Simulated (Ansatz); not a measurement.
Data:

```xyz
2
Lattice="4.3257 0.0000 0.0000 2.1629 3.7462 0.0000 2.1629 -1.2487 3.9301" Properties=species:S:1:pos:R:3 pbc="T T T"
Bi     4.3257     0.0000     2.8478
Bi     4.3257     2.4975     1.0824
```

No spin polarisation.

Calculations: Ansatz (a quantum-chemistry and plane-wave program) PBEsol-D3(BJ), spin-orbit coupling left out. Settings: 16×16×16 k-points, 0.1 eV Fermi–Dirac smearing.

Q: Predict the in-plane stress and band gap.

A: 
* **Mean in-plane stress (compression positive)**: +1.5 GPa
* **Band gap**: zero

The cells carry an imposed strain or load. No phonon test of stability was made. The cell was made from Bi in the A7 type structure (space group R-3m, No. 166) by this change: biaxial strain −3.28 %, plane normal [001], relaxed out of plane.
